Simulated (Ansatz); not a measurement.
The parent structure is BN in the wurtzite structure (space group P6_3mc, No. 186; a = 2.523 Å, c = 4.175 Å).

Method: LDA in Ansatz (plane waves to 420 eV, PAW, no spin-orbit coupling).

For the base:

The band gap comes out as 4.93 eV, the electron mass comes out as 0.30 mₑ along c, 0.50 mₑ across (at K) and the valence-band top at Γ is 0.00, 0.00, -0.29 eV. The smallest direct gap is 8.29 eV.

The change: an isotropic linear strain of +1.80 %; the atoms relax in the strained cell.

Question: What happens to the band gap, electron mass, valence-band top at Γ and smallest direct gap?

Answer: The band gap grows by 0.11 eV, from 4.93 eV to 5.04 eV; the electron mass goes from 0.30 mₑ along c, 0.50 mₑ across (at K) to 0.31 mₑ along c, 0.51 mₑ across (at K); the valence-band top at Γ (three highest levels, from the VBM) goes from 0.00, 0.00, -0.29 eV to 0.00, 0.00, -0.25 eV; the smallest direct gap drops by 0.25 eV to 8.04 eV.

Masses are band curvatures over ±0.01 Å⁻¹ around the edge. Gaps are read on the SCF mesh and a high-symmetry path. Whether these cells are dynamically stable was not tested.

Ansatz is a quantum-chemistry and plane-wave program.
